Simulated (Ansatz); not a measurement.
Consider PdGe in the rock salt structure (space group Fm-3m, No. 225; a = 5.1283 Å; a hypothetical phase, not in the database extracts checked). Axes: x, y, z lie along the cube axes.

Structures relaxed with PBEsol, PAW, 420 eV (Ansatz, a program for electronic structure; no spin-orbit coupling).

Base:

Simulated powder pattern, Cu Kα1, λ = 1.54056 Å (kinematic, ideal powder, no thermal factors, no anomalous dispersion; the 8 strongest lines at most, above 2 %, up to 2θ = 90°):

| 2θ (°) | I/Imax (%) | hkl |
|---|---|---|
| 30.16 | 7.1 | (111) |
| 34.96 | 100 | (200) |
| 50.28 | 69 | (220) |
| 59.76 | 2.4 | (311) |
| 62.71 | 23 | (222) |
| 73.86 | 10 | (400) |
| 84.40 | 30 | (420) |

After one change:

Simulated powder pattern, Cu Kα1, λ = 1.54056 Å (kinematic, ideal powder, no thermal factors, no anomalous dispersion; the 8 strongest lines at most, above 2 %, up to 2θ = 90°):

```csv
2θ (°),I/Imax (%)
34.56,52
34.96,100
49.98,70
50.28,34
62.45,35
83.48,15
84.17,15
84.40,15
```

Q: Which of these changes matches the shifts?
A) biaxial strain −2.99 %, plane normal [110], relaxed out of plane
B) strain tensor (xx, yy, zz, yz, xz, xy) = (+0.31, +0.20, −2.31, −0.38, +0.45, −1.05) %
C) tensor shear ε_xz = −0.92 %
D) uniaxial strain ε_xx = +1.12 %

A: D, uniaxial strain ε_xx = +1.12 %. Its volume per atom is 17.05 Å³ against 16.86 Å³, and its space group is I4/mmm (No. 139).

Whether these cells are dynamically stable was not tested. The final runs are not spin-polarised.
